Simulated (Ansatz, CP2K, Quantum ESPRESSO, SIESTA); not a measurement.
NaSbF₆ (P1, 8 atoms in the cell) computed with different codes at matched settings

Self-consistent single point, at a second geometry (atoms moved at random). First geometry:

```xyz
8
Lattice="0.0000 4.1077 4.1077 4.1077 0.0000 4.1077 4.1077 4.1077 0.0000" Properties=species:S:1:pos:R:3 pbc="T T T"
Na     4.1077     4.1077     4.1077
Sb     0.0000     0.0000     0.0000
F      4.1077     4.1077     6.3364
F      4.1077     4.1077     1.8790
F      6.3364     4.1077     4.1077
F      1.8790     4.1077     4.1077
F      4.1077     6.3364     4.1077
F      4.1077     1.8790     4.1077
```

Second geometry:
```xyz
8
Lattice="0.0000 4.1077 4.1077 4.1077 0.0000 4.1077 4.1077 4.1077 0.0000" Properties=species:S:1:pos:R:3 pbc="T T T"
Na     4.1486     4.0603     4.1143
Sb    -0.0122    -0.0462     0.0197
F      4.1674     4.0458     6.3711
F      4.0908     4.1200     1.8207
F      6.3680     4.0718     4.0864
F      1.8760     4.1628     4.0756
F      4.0674     6.4513     4.1393
F      4.0480     1.8884     4.1270
```

Shared settings, as Ansatz (a quantum-chemistry and plane-wave program) writes them: kpoints.mp_grid.grid = 5 5 5; scf.occupations.method = fermi_dirac; scf.occupations.width = 0.01 eV. Potentials and cutoffs stand in the table.

```tsv
code	model	ΔF from the first geometry (meV/atom)	pressure (GPa)	largest force (eV/Å)	gap on the mesh (eV)	cutoff
CP2K	LDA (Pade form), GPW, DZVP-MOLOPT-SR-GTH basis, GTH-PADE potentials (GTH_POTENTIALS)	101.1	9.08	–	5.466	grid 950 Ry
Quantum ESPRESSO	LDA (PZ), GBRV 1.5 ultrasoft (LDA) pseudopotentials	92.4	7.60	7.525	5.631	40 Ry
SIESTA	LDA PW92, numerical atomic orbitals TZP, PseudoDojo LDA standard norm-conserving potentials (rewritten from UPF to PSML)	105.3	6.86	7.897	5.278	grid 400 Ry
Ansatz	LDA (PW92), default PAW files made with PBE	82.6	5.82	7.196	5.693	420 eV
```

Size of the force on each atom (eV/Å): Sizes of forces hide their directions.

| code | Na1 | Sb2 | F3 | F4 | F5 | F6 | F7 | F8 |
|---|---|---|---|---|---|---|---|---|
| Quantum ESPRESSO | 0.175 | 7.525 | 1.156 | 3.080 | 1.967 | 0.506 | 7.024 | 0.498 |
| SIESTA | 0.140 | 7.897 | 1.509 | 3.504 | 2.382 | 0.818 | 7.613 | 0.205 |
| Ansatz | 0.151 | 7.196 | 0.928 | 2.749 | 1.701 | 0.330 | 6.500 | 0.637 |

A dash marks a value that a program does not give, or that is left out as unsure.

Gaps are read on the mesh.

On Ansatz's run: spin-orbit coupling is off.

The spread over the programs that give each value: ΔF from the first geometry within 22.7 meV/atom; pressure within 3.26 GPa; largest force within 0.701 eV/Å; gap on the mesh within 0.415 eV.

CP2K and SIESTA use small atom-centred bases, whose incompleteness enters pressures, forces and empty levels differently from a plane-wave cutoff. Ansatz's pressure is given at a fixed set of plane waves, as the other plane-wave codes print theirs; with its correction for the finite basis it is 6.60 GPa (the shift of 0.78 GPa shows how far the cutoff is from converged). The same LDA comes in different parametrisations, which differ slightly. In the pressure, CP2K (by 2.37) lies more than 1 GPa from the median of the plane-wave programs. In the gap, CP2K (by 0.196) and SIESTA (by 0.384) lie more than 0.12 eV from the median of the plane-wave programs.

The starting cell comes from a database of computed structures (which also holds hypothetical and non-ambient phases and stackings), without a prior relaxation at this level. Its lattice was rescaled by a random factor within 2.5 % of one. For this run, on top of that: atoms moved at random.

Keys are those of Ansatz 0.2.
